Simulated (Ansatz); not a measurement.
The (000-1) surface of wurtzite CdS, S-terminated, 2x2 with 2 OH on 4 top atoms (bottom of the slab: 2 H on 4 bottom sites)

Level of theory: PBE (plane waves to 420 eV, PAW; Ansatz, a program for electronic structure).

Model: 38-atom slab, 15.2 Å thick at the start with caps and adatoms, 3x3x1 mesh, Fermi-Dirac 0.025 eV, dipole correction, 8 atoms held, the rest relaxed; no symmetry held; no spin, no spin-orbit, no U. It is one candidate, not shown to be the stable structure of the face.

| Item | Result |
|---|---|
| gap of the slab on its k-mesh | 1.51 eV |
| highest filled level below the top vacuum level | 5.68 eV |
| energy released by relaxation | 2.09 eV |
| cost | roughly 30 core-minutes |
